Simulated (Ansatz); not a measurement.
The reference is a 12-atom supercell of Nb in the bcc (W type) structure (space group Im-3m, No. 229) at its relaxed geometry.

```
CELL_PARAMETERS angstrom
     -3.30269     3.30269     3.30269
      3.30269    -3.30269     3.30269
      4.95404     4.95404    -1.65135
ATOMIC_POSITIONS crystal
  Nb 0.00000 0.00000 0.00000
  Nb 0.00000 0.50000 0.00000
  Nb 0.50000 0.00000 0.00000
  Nb 0.50000 0.50000 0.00000
  Nb 0.33333 0.33333 0.33333
  Nb 0.16667 0.16667 0.66667
  Nb 0.33333 0.83333 0.33333
  Nb 0.16667 0.66667 0.66667
  Nb 0.83333 0.33333 0.33333
  Nb 0.66667 0.16667 0.66667
  Nb 0.83333 0.83333 0.33333
  Nb 0.66667 0.66667 0.66667
```

Method: r2SCAN in Ansatz (plane waves to 500 eV, PAW, without spin-orbit coupling).

Before the change:

The mean distance from the defect site to its nearest host atoms is 2.86 Å. The pressure is 0.3 GPa.

Perturbation: a neutral Nb vacancy, atoms relaxed at fixed cell, starting from a slightly rattled geometry.

**Question.** Estimate the effect on the largest displacement of a host atom from its site in the perfect cell.

**Answer.** The largest displacement of a host atom from its site in the perfect cell comes out as 0.17 Å.

**Question.** Estimate the effect on the mean distance from the defect site to its nearest host atoms.

**Answer.** The mean distance from the defect site to its nearest host atoms decreases by 0.07 Å to 2.79 Å.

**Question.** Predict the new pressure.

**Answer.** The pressure drops by 5.77 GPa (0.3 GPa → -5.4 GPa).

The cell is small, so the values are those of an ordered compound at a high defect concentration; dilute-limit values will differ. The final runs are not spin-polarised. The defect cell is not spin-polarised.

Ansatz is an electronic-structure program.
